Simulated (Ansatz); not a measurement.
SrTiO3 (Pm-3m), Ansatz (an electronic-structure program) with PBEsol, rigid bands: N_v = 2.93e20 cm⁻³ at 300 K and a hole conductivity mass of 1.81 mₑ.

Problem. For 1e16 holes per cm³ at 300 K, place the Fermi level, estimate the Seebeck coefficient of a parabolic band with constant τ, and give mobility and conductivity for τ = 50 fs.

Solution. The level lies k_BT ln(N_v/p) = 0.266 eV above the valence-band maximum. S ≈ +(k_B/e)[ln(N_v/p) + 5/2] = 1102 μV/K, against 1108 μV/K from the full bands (mean over directions). μ = eτ/m = 48.6 cm²/(V·s) and σ = peμ = 0.0778 S/cm. τ is assumed, not computed.

Band transport and this doping are assumed; polarons and phonon drag are left out. Spin-orbit coupling is left out; where it splits the top of the valence band, N_v and the p-type Seebeck coefficient come out somewhat high without it.
